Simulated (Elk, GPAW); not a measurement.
An Elk input for a self-consistent single point of InSe (R3m, 4 atoms in the cell) (DFT, LDA (PW92), all-electron FP-LAPW, Elk's shipped species files, APW+lo basis with extra local orbitals):

```
tasks
  0

xctype
  3

tforce
  .true.

rgkmax
  7.5

gmaxvr
  18.0

lmaxapw
  10

lmaxo
  8

nxlo
  2

lorbcnd
  .true.

lradstp
  2

nrmtscf
  2.0

rmtscf
  0.94

lmaxi
  4

stype
  0

swidth
  0.0001

avec
    3.7470966634    2.1633867388   15.9423967324
   -3.7470966634    2.1633867388   15.9423967324
    0.0000000000   -4.3267750630   15.9423965172

sppath
  'species/'

atoms
  2   : nspecies
  'In.in'   : spfname
  2   : natoms; atposl, bfcmt below
  0.1103500000  0.1103500000  0.1103500000    0.0 0.0 0.0
  0.0018300000  0.0018300000  0.0018300000    0.0 0.0 0.0
  'Se.in'   : spfname
  2   : natoms; atposl, bfcmt below
  0.6197130000  0.6197130000  0.6197130000    0.0 0.0 0.0
  0.8258070000  0.8258070000  0.8258070000    0.0 0.0 0.0

ngridk
  6 6 6
```

**Question.** Write the same calculation as an input for GPAW.

**Answer.** One input that does it (others would too):

```python
from ase import Atoms
from ase.units import GPa
from gpaw import GPAW, PW

atoms = Atoms(['In', 'In', 'Se', 'Se'],
              cell=[[1.982878, 1.144815, 8.436353],
                    [-1.982878, 1.144815, 8.436353],
                    [0.000000, -2.289631, 8.436353]],
              scaled_positions=[[0.110350, 0.110350, 0.110350],
                                [0.001830, 0.001830, 0.001830],
                                [0.619713, 0.619713, 0.619713],
                                [0.825807, 0.825807, 0.825807]],
              pbc=True)

calc = GPAW(mode=PW(600),
            xc='LDA',
            kpts={'size': (6, 6, 6), 'gamma': True},
            occupations={'name': 'fixed-uniform'},
            nbands=-8,
            convergence={'bands': -6},
            symmetry={'symmorphic': False, 'tolerance': 0.0005},
            maxiter=100,
            txt='-')

atoms.calc = calc

energy = atoms.get_potential_energy()
print('Energy (eV):', round(energy, 6))
forces = atoms.get_forces()
print('Forces (eV/Ang):')
print(forces.round(5))
stress = atoms.get_stress()
print('Stress (GPa, Voigt):', (stress / GPa).round(4))
```

Basis, cutoffs, solver keys and any potentials are the target program's own. This input uses DFT LDA (Perdew-Wang 92), plane waves, GPAW PAW datasets LDA (gpaw-data 1.0.1). LDA parametrisations can differ slightly between programs.

The starting cell comes from a database of computed structures (which also holds hypothetical and non-ambient phases and stackings), without a prior relaxation at this level. For this run, on top of that: lattice scaled by 0.98.
